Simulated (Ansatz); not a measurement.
Band-edge transport in semiconductors and insulators: compounds that share space group Fm-3m and stoichiometry, Ansatz (a first-principles code) with PBEsol, rigid bands; geometry: cell and atoms relaxed with PBEsol.

```
Compound  volume per atom (Å³)  band gap  electron conductivity mass  Seebeck coefficient, n-type 1e19 cm⁻³
--------  --------------------  --------  --------------------------  -------------------------------------
LiCl                      16.2   6.35 eV                     0.48 mₑ                              -206 μV/K
MgS                       17.4       ___                     0.35 mₑ                              -261 μV/K
MgSe                      20.2   1.78 eV                     0.29 mₑ                              -241 μV/K
NaCl                      22.0   5.01 eV                     0.40 mₑ                              -186 μV/K
BaO                       20.7       ___                     0.50 mₑ                                    ___
LiBr                      19.8   4.98 eV                     0.35 mₑ                              -171 μV/K
RbBr                      40.1   4.23 eV                         ___                              -178 μV/K
LiH                        7.9   2.73 eV                     0.28 mₑ                              -298 μV/K
```

Question: Some entries are withheld; supply them.

Answer: 
- MgS, band gap: 2.73 eV
- BaO, band gap: 1.84 eV
- BaO, Seebeck coefficient, n-type 1e19 cm⁻³: -318 μV/K
- RbBr, electron conductivity mass: 0.37 mₑ

Masses are for dilute carriers at 300 K, harmonic means over directions unless an axis is named. Seebeck coefficients are for the stated density at 300 K, with one relaxation time for all states and whether or not that doping can be reached. Spin-orbit coupling is left out.

Formula and space group known from diffraction (Crystallography Open Database), not checked to be the room-temperature form: RbBr (Fm-3m).
